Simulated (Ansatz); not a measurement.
# How far to go with the k-point mesh: Cu (Fm-3m, 1 atom in the cell)

```
CELL_PARAMETERS angstrom
      0.00000     1.81042     1.81042
      1.81042     0.00000     1.81042
      1.81042     1.81042     0.00000
ATOMIC_POSITIONS crystal
  Cu 0.00000 0.00000 0.00000
```

Method: PBE (plane waves, PAW; Ansatz, an electronic-structure program).

Base settings: basis.ecutwfc = 30.9 Ry; kpoints.mp_grid.grid = 16 16 16; hamiltonian.xc = pbe; hamiltonian.pseudopotentials = {kind: paw} (the program's default PAW files); scf.occupations.method = gaussian; scf.occupations.width = 0.0073 Ry.

The second cell is the first with its lattice scaled by 0.98.

Only quantities that move along the ladder and can be compared are tabulated.

The count of work is k-points × plane waves × bands × iterations; it is no time. 

The starting cell has typed, rounded lattice constants, without a prior relaxation at this level. Its lattice was rescaled by up to half a per cent. Spin polarisation is off. Ansatz's pressure includes its estimate of the finite-basis (Pulay) stress.

Steps (kpoints.mp_grid.grid): 3 3 3; 4 4 4; 5 5 5; 6 6 6; 7 7 7; 8 8 8; 9 9 9; 10 10 10; 11 11 11; 12 12 12; 13 13 13; 15 15 15; 16 16 16; 18 18 18; 20 20 20; 22 22 22; 25 25 25; 27 27 27; 30 30 30; 34 34 34; 37 37 37; 42 42 42; 46 46 46; 51 51 51.

Q: What is the coarsest kpoints.mp_grid.grid that holds the pressure within 0.2 GPa of the last step, with all finer ones?

A: 12 12 12, at 0.022 of the last step's count of work; the step before is off by 0.24 GPa.

Q: What is the coarsest kpoints.mp_grid.grid that holds the free energy within 0.5 meV/atom of the last step, with all finer ones?

A: 30 30 30, at 0.23 of the last step's count of work; the step before is off by 0.77 meV/atom.

Q: What is the coarsest kpoints.mp_grid.grid that holds the energy of the compressed cell less the first within 0.2 meV/atom of the last step, with all finer ones?

A: 20 20 20, at 0.078 of the last step's count of work; the step before is off by 0.52 meV/atom.

| kpoints.mp_grid.grid | free energy less the last step's (meV/atom) | energy of the compressed cell less the first (meV/atom) | pressure (GPa) | count of work / last |
|---|---|---|---|---|
| 3 3 3 | -344.50 | 7.34 | -2.90 | 0.0012 |
| 4 4 4 | 163.17 | 33.97 | 2.73 | 0.0024 |
| 5 5 5 | -98.60 | 22.55 | 0.35 | 0.0031 |
| 6 6 6 | 61.26 | 31.27 | 2.20 | 0.0049 |
| 7 7 7 | -39.59 | 24.91 | 0.88 | 0.0061 |
| 8 8 8 | 31.21 | 29.70 | 1.89 | 0.0089 |
| 9 9 9 | -12.91 | 26.00 | 1.09 | 0.011 |
| 10 10 10 | 13.85 | 26.04 | 1.17 | 0.014 |
| 11 11 11 | -4.96 | 24.65 | 0.79 | 0.017 |
| 12 12 12 | 3.55 | 25.30 | 0.95 | 0.022 |
| 13 13 13 | -0.93 | 25.31 | 0.95 | 0.026 |
| 15 15 15 | 1.05 | 24.82 | 0.86 | 0.037 |
| 16 16 16 | -0.16 | 26.21 | 1.14 | 0.044 |
| 18 18 18 | -0.20 | 26.17 | 1.17 | 0.060 |
| 20 20 20 | -0.77 | 25.76 | 1.06 | 0.078 |
| 22 22 22 | -1.06 | 25.77 | 1.05 | 0.10 |
| 25 25 25 | 1.01 | 25.58 | 1.03 | 0.14 |
| 27 27 27 | 0.77 | 25.62 | 1.04 | 0.17 |
| 30 30 30 | -0.38 | 25.61 | 1.02 | 0.23 |
| 34 34 34 | -0.07 | 25.59 | 1.02 | 0.32 |
| 37 37 37 | 0.09 | 25.70 | 1.05 | 0.41 |
| 42 42 42 | 0.14 | 25.60 | 1.02 | 0.58 |
| 46 46 46 | 0.15 | 25.60 | 1.03 | 0.75 |
| 51 51 51 | 0.00 | 25.65 | 1.03 | 1.0 |

The energy difference between the two cells stays within 1 meV/atom of the last step's from 9 9 9 on, the total only from 27 27 27 on: much of the error is common to both cells and cancels.

Keys are those of Ansatz 0.2.
